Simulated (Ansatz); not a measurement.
Consider the following.

```yaml
crystal:
  lattice:
    - [0.00000, 4.50213, 4.50213]
    - [4.50213, 0.00000, 4.50213]
    - [4.50213, 4.50213, 0.00000]
  atoms:
    - { symbol: Hf, position: [0.62500, 0.62500, 0.12500] }
    - { symbol: Hf, position: [0.62500, 0.12500, 0.62500] }
    - { symbol: Hf, position: [0.62500, 0.62500, 0.62500] }
    - { symbol: Hf, position: [0.12500, 0.62500, 0.62500] }
    - { symbol: Hf, position: [0.25000, 0.25000, 0.25000] }
    - { symbol: Hf, position: [0.00000, 0.00000, 0.00000] }
    - { symbol: N, position: [0.86726, 0.86726, 0.39821] }
    - { symbol: N, position: [0.38274, 0.85179, 0.38274] }
    - { symbol: N, position: [0.86726, 0.86726, 0.86726] }
    - { symbol: N, position: [0.85179, 0.38274, 0.38274] }
    - { symbol: N, position: [0.86726, 0.39821, 0.86726] }
    - { symbol: N, position: [0.38274, 0.38274, 0.85179] }
    - { symbol: N, position: [0.39821, 0.86726, 0.86726] }
    - { symbol: N, position: [0.38274, 0.38274, 0.38274] }
```

Level of theory: PBEsol, rigid bands (plane waves, PAW, scalar-relativistic; Ansatz, a quantum-chemistry and plane-wave program). How the cell was made: cell and atoms relaxed with PBEsol.

Task: What conductivity effective mass do dilute holes have at 300 K?

Result: 0.69 mₑ.

Task: Predict the electron conductivity mass (n e² τ/σ) at 300 K, by direction if it differs.

Result: 0.29 mₑ.

Task: And the band gap?

Result: 0.78 eV at this level; semilocal functionals usually fall short of the measured gap.

Rigid bands, one relaxation time for all states, no polarons. Spin-orbit coupling is left out; where it splits the top of the valence band it changes the hole mass and lowers the gap by about a third of the splitting.

Computed structure with no diffraction record at hand here (it may be known, metastable or hypothetical): Hf3N4 (Fd-3m).
